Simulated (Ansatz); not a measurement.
The starting structures come from a database of crystals and need not be the phases stable at ambient conditions.

Where the default PAW files enter, the runs use the earlier of Ansatz's two default sets.

By PBEsol, the system below comes out a metal.

Without scattering a metal conducts by its projected Fermi surface.

Here is the system:

```
Cu
1.0
    2.52963     0.00000     0.00000
    0.00000     2.52963     0.00000
    1.26481    -1.26481     1.84238
Cu
1
Cartesian
  0.00000   0.00000   0.00000
```

Space group of this cell: I4/mmm. The cell is strained (lengths along the current scaled by 1.03, ions clamped); by PBEsol its mean pressure is -6.3 GPa.

The current flows along the normal of the first two printed cell vectors, the (001) (indices of the unstrained crystal) plane of the conventional cell. No spin-orbit coupling; the value is a mean over 0.1 eV about the Fermi level.

Problem. State the ballistic conductance per area according to PBEsol run with Ansatz (a program for electronic structure).

Solution. 1.1 × 10¹⁵ S/m² for both spins.
